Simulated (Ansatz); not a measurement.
Take Cu in the fcc (Cu type) structure (space group Fm-3m, No. 225; a = 3.577 Å; relaxed with 0.1 eV smearing) as the base. Axes: x, y, z lie along the cube axes.

The values are results of r2SCAN in Ansatz (plane waves to 500 eV, PAW, no spin-orbit coupling), not measurements.

Strains are applied to the cell and any free atomic positions relax.

One change was made to it. Results:

The pressure (mean of the normal stresses, compression positive) goes from zero to -3.8 GPa; the energy rises by 4.3 meV/atom.

### Question
What was done to the base?
(A) uniaxial strain ε_zz = +2.50 %
(B) uniaxial strain ε_zz = +3.00 %
(C) uniaxial strain ε_zz = +1.00 %

### Answer
A, uniaxial strain ε_zz = +2.50 %. For comparison, the energy relative to the base in the other runs: uniaxial strain ε_zz = +1.00 % gives +0.7 meV/atom; uniaxial strain ε_zz = +3.00 % gives +6.2 meV/atom.

Whether these cells are dynamically stable was not tested. All final runs are without spin polarisation.

Ansatz is an electronic-structure program.
